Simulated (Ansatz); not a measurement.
End structure of a constructed model of the (100) surface of fcc Al, a pseudomorphic layer of Mo in the host's stacking (bottom of the slab: a bare face, its two planes held):

```yaml
crystal:
  lattice:
    - [2.85810, 0.00000, 0.00000]
    - [0.00000, 2.85810, 0.00000]
    - [0.00000, 0.00000, 28.50000]
  atoms:
    - { symbol: Al, position: [0.50000, 0.50000, 0.28697] }
    - { symbol: Al, position: [0.00000, 0.00000, 0.35788] }
    - { symbol: Al, position: [0.50000, 0.50000, 0.42846] }
    - { symbol: Al, position: [0.00000, 0.00000, 0.49812] }
    - { symbol: Al, position: [0.50000, 0.50000, 0.57036] }
    - { symbol: Al, position: [0.00000, 0.00000, 0.64371] }
    - { symbol: Mo, position: [0.50000, 0.50000, 0.70852] }
```

Slab: 7 atoms, 12.1 Å thick at the start; k 13x13x1, smearing 0.1 eV, dipole-corrected; single point; on the structure that PBE left under its start's symmetry; no spin, no spin-orbit, no U. It is one candidate, not shown to be the stable structure of the face.

### Question
What is the computed work function of the top face (r2SCAN, at the PBE geometry in Ansatz, a first-principles code)?

### Answer
4.96 eV
